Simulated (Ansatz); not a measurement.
Base system: CuI in the zinc blende structure (space group F-43m, No. 216; a = 5.9393 Å).

The change: cell and atoms relaxed at a pressure of 9 GPa.

Levels (all Ansatz, a quantum-chemistry and plane-wave program, PAW): PBEsol (420 eV, without spin-orbit coupling); r2SCAN (500 eV, no spin-orbit coupling); HSE06 (420 eV, scalar-relativistic without spin-orbit coupling).

At the geometry relaxed with PBEsol, these levels gave the following band gaps, in shuffled order: (a) 3.10 eV, (b) 1.58 eV, (c) 2.25 eV.

Match each gap to its level.

(a) HSE06; (b) PBEsol; (c) r2SCAN.

Single points use the geometry relaxed with PBEsol. With I present, leaving out spin-orbit coupling can change the band edges. Load acts through the strain it causes; cell and atoms are relaxed under it. Whether these cells are dynamically stable was not tested. Tetrahedral semiconductors of this kind turn to denser phases somewhere between about 1 and 50 GPa; those were not computed, so compressed cells here can lie past the real transition. All final runs are without spin polarisation.
